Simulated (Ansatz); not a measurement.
# A constructed model of the (110) surface of bcc Mo, a layer of Cr in place of the second plane (bottom of the slab: a bare face, its two planes held)

Method: PBE (plane waves to 420 eV, PAW; Ansatz, a first-principles code).

Set-up: 6 atoms, 11.0 Å thick at the start with caps and adatoms (thin: gaps and levels are the slab's own); mesh 14x14x1; 0.1 eV smearing; dipole correction on; 2 atoms held, the rest relaxed; symmetry of the start imposed; spin-polarised, no spin-orbit, no U. The starting moment vanished. In PBE it is, or lies within 0.01 eV a 1x1 cell of, the lowest of the 2 structures of its composition computed so far; subsurface sites and larger cells were not tried.

The work function of the top face is 4.53 eV and the energy released by relaxation is 0.20 eV. The magnetic moment of the cell is 0.00 μB. The cost is about 6 core-minutes (a rough figure).
